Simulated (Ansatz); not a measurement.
Pressure series in Al

Take Al in the fcc (Cu type) structure (space group Fm-3m, No. 225; a = 4.040 Å) as the base.

Cell and atoms are relaxed at each pressure.

Calculations: PBE (Ansatz, an electronic-structure program), scalar-relativistic without spin-orbit coupling.

```
P (GPa)  V (Å³/atom)
-------  -----------
-1.99         16.956
-0.99         16.713
0.89          16.305
2.08          16.073
4.50          15.653
9.00          15.006
15.00         14.325
22.50         13.647
30.00         13.096
```

A third-order Birch–Murnaghan fit to these points gives V₀ = 16.49 Å³/atom, B₀ = 77 GPa and B₀′ = 4.5. At pressure 30 GPa the volume is 79.4 % of V₀.

Measured bulk modulus of Al: 80.8 GPa (static lattice; corrected from measurement; as listed in H. Levämäki et al., Physical Review B (2014)); the computed value is 4 % below it.

Load acts through the strain it causes; cell and atoms are relaxed under it. No phonon test of stability was made. Competing high-pressure phases were not computed.
